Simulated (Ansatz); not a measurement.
The cell is built on a prototype and need not be the phase stable at ambient conditions.

By PBEsol, the system below comes out a metal.

The ballistic (Sharvin) conductance counts the channels at the Fermi level: G/A = (e²/h) × channels of both spins per area.

Consider the following.

```
CELL_PARAMETERS angstrom
      4.96709     0.00000     0.00000
      0.00000     5.94129     0.00000
      2.48355     0.00000     2.48355
ATOMIC_POSITIONS crystal
  Re 0.00000 0.00000 0.00000
  Re 0.50000 0.00000 0.00000
  Re 0.50000 0.35029 0.50000
  Re 0.00000 0.64971 0.50000
  B  0.50000 0.71218 0.50000
  B  0.00000 0.28782 0.50000
```

Space group of this cell: P4/nmm. The cell was relaxed by PBE-D3(BJ); by PBEsol its mean pressure is -1.8 GPa.

The current flows along the normal of the first two printed cell vectors. No spin-orbit coupling; the value is a mean over 0.1 eV about the Fermi level.

**Question.** State the ballistic conductance per area according to PBEsol (Ansatz, a quantum-chemistry and plane-wave program).

**Answer.** 0.57 × 10¹⁵ S/m² for both spins.
